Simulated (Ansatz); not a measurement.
**TiO2: band gap against strain**

TiO2 (rutile, P4_2/mnm, 10.325 Å³/atom at rest, c along z) under a strain ε along c (axis z), the other axes held. PBEsol in Ansatz, a plane-wave DFT program (PAW, default set), 420 eV, 7×7×11 Γ-centred mesh, Fermi-Dirac smearing 0.05 eV; ions are relaxed within the symmetry of each cell. Gaps are the smallest over the k-mesh and a band path, without spin-orbit coupling; in all rows the valence edge lies at Γ and the conduction edge at Γ.

Here s stands for strain and Eg for gap.

```csv
strain (%),gap (eV)
-3.00,?
-1.80,1.905
-1.20,1.895
-0.60,1.882
0.00,1.869
```

Taking a straight line for Eg over the 4 complete rows: Means: s -0.90000, Eg 1.8877. About the means, the sum of products is -0.036300 and the sum of squares of s is 1.8000; the slope is their ratio. Least squares gives Eg = 1.8696 - 0.02017·s. Residuals (row less fit): -0.0009, 0.0012, 0.0003, -0.0006; standard error 0.0012 (degrees of freedom: 2). Over these rows the gap moves by -2.0 ± 0.09 eV per unit strain.

Q: Estimate the missing Eg (s = -3.00); what did the run itself give?

A: Eg = 1.8696 - 0.02017 × (-3.0) = 1.9301 eV. The calculation gives 1.922 eV, 0.0081 eV below the prediction (15.3 % of the range of Eg in the table). The row lies outside the fitted rows, so this is an extrapolation. From the scatter of the fitted rows alone, a prediction at this place has a standard error of 0.0022 eV, so the miss is 3.7 times that.

One order more, fitted to all 6 runs of the series, follows each within 0.001, so the miss is the next term of a smooth law. The primitive cell can neither tilt nor turn polar against its symmetry, as such crystals can under strain. Rows are the converged runs of the series near zero and its far end; series whose fitted rows scatter by over a few per cent of the range, as at a crossing or softening among them, aren't shown in this form. Most that stay on the fit to the last digits aren't either.
